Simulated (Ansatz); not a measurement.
# Pressure series in hypothetical CdI2 type CeO2

Start from CeO₂ in the CdI2 type structure (space group P-3m1, No. 164; a hypothetical phase, not in the database extracts checked).

```xyz
3
Lattice="3.6012 0.0000 0.0000 -1.8006 3.1187 0.0000 0.0000 0.0000 4.5255" Properties=species:S:1:pos:R:3 pbc="T T T"
Ce     0.0000     0.0000     0.0000
O      0.0000     2.0791     0.9066
O      1.8006     1.0396     3.6189
```

Cell and atoms are relaxed at each pressure.

Computed with PBE-D3(BJ)/PAW in Ansatz (a program for electronic structure), no spin-orbit coupling.

Candidates:
(a) pressure 10 GPa
(b) pressure 7.5 GPa
(c) pressure 0.3 GPa

Before the change:

```
Item                            Result
-----------------------------  -------
Width of the top valence band  0.51 eV
```

**Question.** Order them by width of the top valence band, highest first.

**Answer.** (a) pressure 10 GPa (1.12 eV), (b) pressure 7.5 GPa (1.00 eV), (c) pressure 0.3 GPa (0.54 eV)

The levels and masses belong to the bands next to the band gap. Load acts through the strain it causes; cell and atoms are relaxed under it. Whether these cells are dynamically stable was not tested. Competing high-pressure phases were not computed. Seeded moments were not kept for the base. The final runs are not spin-polarised.
